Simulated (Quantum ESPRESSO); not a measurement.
Input and output of a self-consistent single point for a (001) slab of Ag (cut from a parent of space group no. 225; 4 atoms in the cell) (Quantum ESPRESSO).

Computed with PBEsol, PSlibrary PAW (PBE) pseudopotentials (plane waves; Quantum ESPRESSO 7.5).

```yaml
crystal:
  lattice:
    - [2.86710, 0.00000, 0.00000]
    - [-2.86710, 2.86710, 0.00000]
    - [0.00000, 0.00000, 18.15660]
  atoms:
    - { symbol: Ag, position: [0.00000, 0.00000, 0.44349] }
    - { symbol: Ag, position: [0.00000, 0.50000, 0.33046] }
    - { symbol: Ag, position: [0.00000, 0.00000, 0.66954] }
    - { symbol: Ag, position: [0.00000, 0.50000, 0.55651] }
```

Reference input (self-consistent single point, DFT, PBEsol, plane waves, PSlibrary PAW (PBE) pseudopotentials): ecutwfc = 50 Ry; ecutrho = 300 Ry; occupations = smearing; smearing = mp; degauss = 0.0099958 Ry; input_dft = pbesol; potentials = {Ag: Ag.pbe-n-kjpaw_psl.1.0.0.UPF}; K_POINTS = automatic 9 9 1 0 0 0; tefield = true; dipfield = true; edir = 3; emaxpos = 0.97. This run's input differs from it in these lines:

```diff
@@ -17,3 +17,3 @@
     smearing = 'mp'
-    degauss = 0.0099958
+    degauss = 0.02205
     input_dft = 'pbesol'
@@ -36,3 +36,3 @@
 K_POINTS automatic
-9 9 1  0 0 0
+15 15 1  0 0 0
 CELL_PARAMETERS angstrom
```

Log, with long lists cut:

```
     Self-consistent Calculation

     iteration #  1     ecut=    50.00 Ry     beta= 0.30

     Threshold (ethr) on eigenvalues was too large:
     Diagonalizing with lowered threshold

     negative rho (up, down):  1.709E-05 0.000E+00

     Adding external electric field

     Computed dipole along edir(3) :
        Dipole                0.0042 Ry au,          0.0107 Debye
        Dipole field          0.0001 Ry au,

        Potential amp.       -0.0034 Ry
        Total length         32.5955 bohr

     total energy              =   -1401.07221830 Ry
     estimated scf accuracy    <       0.10108623 Ry

   [... lines left out ...]
        Dipole                0.0000 Ry au,          0.0000 Debye
        Dipole field          0.0000 Ry au,

        Potential amp.       -0.0000 Ry
        Total length         32.5955 bohr

     total energy              =   -1401.09687332 Ry
     estimated scf accuracy    <          2.5E-11 Ry

     iteration # 16     ecut=    50.00 Ry     beta= 0.30

     Adding external electric field

     Computed dipole along edir(3) :
        Dipole                0.0000 Ry au,          0.0000 Debye
        Dipole field          0.0000 Ry au,

        Potential amp.       -0.0000 Ry
        Total length         32.5955 bohr
     End of self-consistent calculation

     Number of k-points >= 100: set verbosity='high' to print the bands.

     the Fermi energy is     3.4708 ev

!    total energy              =   -1401.09687333 Ry
     estimated scf accuracy    <          3.3E-12 Ry
     smearing contrib. (-TS)   =       0.00037809 Ry
     internal energy E=F+TS    =   -1401.09725142 Ry

     electric field correction =       0.00000000 Ry

     convergence has been achieved in  16 iterations

     Forces acting on atoms (cartesian axes, Ry/au):

     atom    1 type  1   force =     0.00000009    0.00000016   -0.00498392
     atom    2 type  1   force =     0.00000002   -0.00000012    0.00664933
     atom    3 type  1   force =    -0.00000010   -0.00000011   -0.00664918
     atom    4 type  1   force =    -0.00000001    0.00000007    0.00498376

     Total force =     0.011752     Total SCF correction =     0.000010

   JOB DONE.
```

The run converged in 16 iterations. Against the reference run the free energy rises by 3.4 meV/atom and the largest force goes from 0.155 to 0.171 eV/Å.

The starting cell comes from a database of computed structures (which also holds hypothetical and non-ambient phases and stackings), without a prior relaxation at this level. The slab is cut from that crystal, and its faces are unrelaxed. Its lattice was rescaled in the plane by a random factor within 2.5 % of one.

Cost on one core of a shared machine: roughly 7 min.
